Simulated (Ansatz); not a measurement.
Output of an Ansatz run (abridged):

```
WARN the atoms were moved onto the symmetric positions of the space group found under crystal.symmetry.tolerance 1.0e-5 (fractional …
WARN ansatz: RAYON_NUM_THREADS=1 ignored (pool sized by the plan → 1); use --threads N
Pseudopotentials: kind: paw
Pseudopotential: Li, paw, valence charge 3
Pseudopotential: As, paw, valence charge 15
Crystal: 8 atoms, lattice volume = 127.574 Å³
Basis set: ecut = 420 eV, 2503 PW (Γ)
Bands: 32, of which v1, the nominal top of the filled ones, is band 24 counted from 1 (23 counted from 0)
Symmetry: 24 space group operations
Space group: P63/mmc (ITA 194), of the structure as read, at distance tolerance 5.0e-5 Å
k-points: 16 of 147
PAW frozen core: As, regenerated for the run's functional, and the local potential with it
Initial density: superposition of atomic densities (neutral atoms: chi_scale 0, normalization atom), corrected by the library's trained network
Initial wavefunctions: pseudopotential atomic-orbital guess
Eigensolver: davidson
Functional: x = slater, c = lda
SCF iter   1: F=—  HF=-10763.291232 eV  |F-HF|=—  |Δ(HF+E_count)|=         —  Δρ=5.62e-3  dr2=1.50e-2  ethr=1.77e-3  ⟨swp⟩=4.6  Hψ=1680  notcnv=0  defer=77
all-band conjugate gradients solve this SCF's bands
preconditioner: auto → Resta (q_TF=auto, 2.318 Å⁻¹)
SCF iter   2: F=—  HF=-10763.265732 eV  |F-HF|=—  |Δ(HF+E_count)|=   2.55e-2  Δρ=2.57e-3  dr2=3.34e-3  ethr=3.12e-5  ⟨swp⟩=2.0  Hψ=1061  notcnv=0  defer=94
SCF iter   3: F=—  HF=-10763.261231 eV  |F-HF|=—  |Δ(HF+E_count)|=   4.50e-3  Δρ=4.48e-4  dr2=2.29e-4  ethr=6.97e-6  ⟨swp⟩=2.0  Hψ=892  notcnv=0  defer=96
SCF iter   4: F=—  HF=-10763.261228 eV  |F-HF|=—  |Δ(HF+E_count)|=   3.67e-6  Δρ=7.34e-5  dr2=1.60e-5  ethr=4.77e-7  ⟨swp⟩=2.2  Hψ=669  notcnv=0  defer=40
SCF iter   5: F=—  HF=-10763.261220 eV  |F-HF|=—  |Δ(HF+E_count)|=   8.21e-6  Δρ=2.43e-5  dr2=8.16e-7  ethr=3.33e-8  ⟨swp⟩=2.0  Hψ=765  notcnv=0  defer=37
SCF iter   6: F=—  HF=-10763.261219 eV  |F-HF|=—  |Δ(HF+E_count)|=   2.92e-7  Δρ=1.07e-5  dr2=1.27e-7  ethr=2.08e-10  ⟨swp⟩=9.9  Hψ=2775  notcnv=0
SCF iter   7: F=-10763.261219 eV  HF=-10763.261219 eV  |F-HF|=7.06e-10  |Δ(HF+E_count)|=   5.87e-8  Δρ=1.28e-6  dr2=3.13e-9  ethr=2.08e-10  ⟨swp⟩=3.1  Hψ=1377  notcnv=0
SCF 1 converged in 7 iterations: F = -10763.261219 eV  dr2 = 3.13e-9
SCF converged after 7 iterations
Free energy (F): -10763.261219 eV
Harris-Foulkes:  -10763.261219 eV  (|F-HF|=7.06e-10)
Internal energy: -10763.261219 eV  (E = F + TS)
E sigma→0 (E₀):  -10763.261219 eV
Fermi energy:    4.162828 eV
--- Per-component energies (eV) ---
  E_band       = -1078.076829
  E_kinetic    = 342.174143
  E_local      = -5024.758235  (includes V_loc(G=0)·N_el)
  E_nonlocal   = -1528.015142
  E_hartree    = 2497.163327
  E_xc         = -223.302504
  E_vxc        = -244.487724  (∫ρ·V_xc dr)
  E_paw        = -3619.852437  (= ΣΔE_a)
  E_vpaw       = 382.683778  (= ΣTr[D̂ρ^β])
  E_aug_tail   = 0.000128  (compensation charges beyond the density's cutoff)
  E_ewald      = -3210.820959
  E_core_change = 4.150460  (= ΣΔE_core)
  E_smearing   = -0.000000  (= −TS)
  E_closure    = -0.000000  (closes the sum)
  Σ components = -10763.261219   (vs F -10763.261219, Δ=0.00e0)
--- Forces (eV/Å), atoms counted from 1 ---
  atom   1  Li    -0.00000000    -0.00000000     0.00000000
  atom   2  Li    -0.00000000     0.00000000     0.00000000
  atom   3  Li     0.00000000    -0.00000000    -0.02281052
  atom   4  Li    -0.00000000     0.00000000     0.02281052
  atom   5  Li     0.00000000     0.00000000    -0.02281052
  atom   6  Li    -0.00000000    -0.00000000     0.02281052
  atom   7  As     0.00000000    -0.00000000     0.00000000
  atom   8  As     0.00000000     0.00000000     0.00000000
  max |Σ_I F_I| component: 6.94e-17 eV/Å
--- Stress (GPa, compression-positive) ---
       -2.478196      -0.000000       0.000000
        0.000000      -2.478196       0.000000
        0.000000       0.000000      -2.105983
  P = ⅓ Tr σ = -2.3541 GPa (-23.541 kbar)
  The stress holds the Pulay correction. Without it, at fixed plane waves, as pw.x and ABINIT print it: P = -2.3672 GPa
--- Band table (eV; the first three rows and the last of 16) ---
  k-point 0: bands = ["-40.6343", "-40.6110", "-40.6107", "-40.5877", "-40.3207", "-40.3205", "-29.9734", "-29.9731", "-29.9633", "-29.9633", "-29.9632", "-29.9632", "-29.9560", "-29.9560", "-29.9560", "-29.9560", "-5.7805", "-5.4746", "0.8227", [...]
  k-point 1: bands = ["-40.6311", "-40.6225", "-40.5993", "-40.5908", "-40.3207", "-40.3206", "-29.9733", "-29.9732", "-29.9633", "-29.9633", "-29.9632", "-29.9632", "-29.9560", "-29.9560", "-29.9560", "-29.9560", "-5.7104", "-5.5580", "1.2878", [...]
  k-point 2: bands = ["-40.6330", "-40.6115", "-40.6099", "-40.5887", "-40.3209", "-40.3207", "-29.9734", "-29.9731", "-29.9633", "-29.9633", "-29.9632", "-29.9632", "-29.9559", "-29.9559", "-29.9559", "-29.9559", "-5.7138", "-5.4289", "0.9679", [...]
  k-point 15: bands = ["-40.6224", "-40.6203", "-40.6001", "-40.5980", "-40.3215", "-40.3213", "-29.9733", "-29.9733", "-29.9634", "-29.9633", "-29.9633", "-29.9633", "-29.9556", "-29.9556", "-29.9553", "-29.9553", "-5.2808", "-5.2508", "1.3523", [...]
```

The structure:

```
CELL_PARAMETERS angstrom
      4.35449     0.00000     0.00000
     -2.17725     3.77110     0.00000
      0.00000     0.00000     7.76885
ATOMIC_POSITIONS crystal
  Li 0.00000 0.00000 0.25000
  Li 0.00000 0.00000 0.75000
  Li 0.33333 0.66667 0.58522
  Li 0.66667 0.33333 0.41478
  Li 0.66667 0.33333 0.08522
  Li 0.33333 0.66667 0.91478
  As 0.33333 0.66667 0.25000
  As 0.66667 0.33333 0.75000
```

### Question
Write an input that gives this output.

### Answer
Other spellings and defaults could give the same log, and not every line can be read from it. The input that was run (DFT, LDA (PW92), plane waves, default PAW files made with PBE):

Ansatz 0.2 input:
```yaml
crystal:
  lattice:
    - [4.35449400, 0.00000000, 0.00000000]
    - [-2.17724700, 3.77110200, 0.00000000]
    - [0.00000000, 0.00000000, 7.76884700]
  atoms:
    - { symbol: Li, position: [0.00000000, 0.00000000, 0.25000000] }
    - { symbol: Li, position: [0.00000000, 0.00000000, 0.75000000] }
    - { symbol: Li, position: [0.33333300, 0.66666700, 0.58522000] }
    - { symbol: Li, position: [0.66666700, 0.33333300, 0.41478000] }
    - { symbol: Li, position: [0.66666700, 0.33333300, 0.08522000] }
    - { symbol: Li, position: [0.33333300, 0.66666700, 0.91478000] }
    - { symbol: As, position: [0.33333300, 0.66666700, 0.25000000] }
    - { symbol: As, position: [0.66666700, 0.33333300, 0.75000000] }
basis:
  ecutwfc: 420.0
kpoints:
  mp_grid:
    grid: [7, 7, 3]
hamiltonian:
  xc: lda
  pseudopotentials:
    kind: paw
scf:
  occupations:
    method: fixed
output:
  forces: true
  eigenvalues: true
  stress: true
```

The starting cell comes from a database of computed structures (which also holds hypothetical and non-ambient phases and stackings), without a prior relaxation at this level. Its lattice was rescaled by up to half a per cent. Ansatz's pressure includes its estimate of the finite-basis (Pulay) stress.

Ansatz is a program for electronic structure.
